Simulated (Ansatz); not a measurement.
We consider 1T (CdI2-type) MgI2, described by r²SCAN (Ansatz, a first-principles code, plane waves, PAW).

### Question
Predict the interlayer binding energy, layer repeat distance and gap between the layers.

### Answer

- interlayer binding energy = 2.6 meV/Å²
- layer repeat distance = 7.172 Å
- gap between the layers = 3.840 Å

Note: the cell comes from a level without a dispersion term, which matters for the spacing of layers, chains or molecules; the cell has widely spaced layers and the level no dispersion term, so their spacing and the moduli can rest on weak binding.

Spin–orbit coupling is not included.

The computed numbers hold no vibrational or temperature effects.

Computing time: very roughly 8 core-minutes.
